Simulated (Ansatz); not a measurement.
Consider B vacancy in zinc-blende BN, charge state -3. Calculation: PBE, PAW (plane waves to 420 eV; Ansatz, a first-principles code).

Cell of 64 host sites held at the relaxed PBE lattice; a 2×2×2 k-point mesh shifted by half a step; Fermi-Dirac width 0.01 eV, spin-restricted; finite-size errors left in. Static, classical nuclei. The charge state is imposed; whether it is stable for some Fermi level was not computed. Forms of the defect that were not tried may lie lower.

Barriers: single points on a 3×3×3 k-point mesh shifted by half a step at the bands' geometries.

The step: a nearby B atom hops onto the vacant site. Atoms about the jump, Cartesian Å from the middle of the jump, before and after:

```tsv
atom	x0	y0	z0	x1	y1	z1
B1	0.00	-0.87	0.87	0.00	0.87	-0.87
N2	0.95	-0.07	0.07	0.95	0.07	-0.07
N3	-0.94	0.01	1.81	-1.02	0.07	1.89
N4	-1.02	1.89	0.07	-0.94	1.81	0.01
N5	-1.02	-0.07	-1.89	-0.94	-0.01	-1.81
N6	-0.94	-1.81	-0.01	-1.02	-1.89	-0.07
B7	-1.82	0.94	0.87	-1.82	0.87	0.94
B8	-1.82	-0.87	-0.94	-1.82	-0.94	-0.87
B9	1.74	0.87	0.87	1.74	0.87	0.87
N10	-2.75	0.01	-0.01	-2.75	-0.01	0.01
B11	1.74	-0.87	-0.87	1.74	-0.87	-0.87
N12	0.87	1.81	1.81	0.87	1.81	1.81
B13	-0.04	0.91	2.72	-0.07	0.87	2.69
B14	-0.07	2.69	0.87	-0.04	2.72	0.91
N15	0.87	-1.81	-1.81	0.87	-1.81	-1.81
B16	-0.04	-2.72	-0.91	-0.07	-2.69	-0.87
B17	-0.07	-0.87	-2.69	-0.04	-0.91	-2.72
N18	0.87	-1.83	1.83	0.95	-1.89	1.89
N19	0.95	1.89	-1.89	0.87	1.83	-1.83
B20	-1.84	-0.90	2.71	-1.82	-0.87	2.69
B21	-1.82	2.69	-0.87	-1.84	2.71	-0.90
B22	-1.84	-2.71	0.90	-1.82	-2.69	0.87
B23	-1.82	0.87	-2.69	-1.84	0.90	-2.71
```

**Question.** Where do these atoms stand at the saddle point, and how high is it?

**Answer.** 
| atom | x | y | z |
|---|---|---|---|
| B1 | -0.33 | 0.02 | 0.01 |
| N2 | 1.04 | 0.01 | 0.00 |
| N3 | -0.99 | 0.10 | 1.78 |
| N4 | -0.99 | 1.79 | 0.09 |
| N5 | -0.99 | -0.08 | -1.79 |
| N6 | -0.99 | -1.78 | -0.09 |
| B7 | -1.91 | 0.97 | 0.96 |
| B8 | -1.90 | -0.95 | -0.96 |
| B9 | 1.80 | 0.90 | 0.89 |
| N10 | -2.79 | 0.01 | 0.00 |
| B11 | 1.79 | -0.88 | -0.89 |
| N12 | 0.89 | 1.82 | 1.81 |
| B13 | -0.04 | 0.91 | 2.69 |
| B14 | -0.04 | 2.70 | 0.90 |
| N15 | 0.89 | -1.80 | -1.81 |
| B16 | -0.04 | -2.69 | -0.90 |
| B17 | -0.04 | -0.89 | -2.69 |
| N18 | 0.95 | -1.87 | 1.88 |
| N19 | 0.95 | 1.88 | -1.88 |
| B20 | -1.80 | -0.88 | 2.67 |
| B21 | -1.80 | 2.68 | -0.89 |
| B22 | -1.80 | -2.67 | 0.89 |
| B23 | -1.80 | 0.89 | -2.68 |
It lies 3.53 eV above the start and 3.53 eV above the end. The saddle point's order was not checked, and it lies on a symmetry element of the cell, where a band can be held.
